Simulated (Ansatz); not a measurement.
**A computed series for Zn: response to strain**

Start from Zn in the hcp (Mg type) structure (space group P6_3/mmc, No. 194; a = 2.613 Å, c = 4.781 Å; relaxed with 0.1 eV smearing). Axes: x lies along a and z along c of the hexagonal cell.

Strains are applied to the cell and any free atomic positions relax.

All numbers come from Ansatz (a first-principles code), PBEsol, PAW, cutoff 420 eV, without spin-orbit coupling.

Notes on the quantities. energy relative to the base: free energy F.

```tsv
uniaxial strain ε_xx (%)	energy relative to the base (meV/atom)
-3	9.2
-2.5	6.3
-2	4.0
-1.5	2.2
-1	1.0
-0.5	?
0	0.0
```

Fit ΔE = Aε² + Bε³ (ε in %) to the rows shown and predict the withheld row.

Least squares on the printed values gives A = 0.949 and B = -0.024 meV/atom (largest residual 0.0 meV/atom); this predicts 0.2 meV/atom, and the run gives 0.2 meV/atom, in agreement.

Whether these cells are dynamically stable was not tested.
